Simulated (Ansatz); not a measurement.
The reference is GaN in the wurtzite structure (space group P6_3mc, No. 186; a = 3.2184 Å, c = 5.2432 Å).

Calculations: Ansatz (an electronic-structure program), PBE, PAW, cutoff 420 eV, spin-orbit coupling left out.

Strains are applied to the cell and any free atomic positions relax.

One change was made to it. Results:

The mean gap deformation potential ΔEg/Δln V amounts to -6.6 eV; the energy rises by 57 meV/atom; the pressure (mean of the normal stresses, compression positive) goes from zero to 19.26 GPa.

Which of these changes matches the shifts?
A. isotropic strain −2.40 %
B. isotropic strain −0.60 %
C. isotropic strain −3.00 %

C, isotropic strain −3.00 %. For comparison, the energy relative to the base in the other runs: isotropic strain −2.40 % gives +36 meV/atom; isotropic strain −0.60 % gives +2.1 meV/atom.

No phonon test of stability was made.
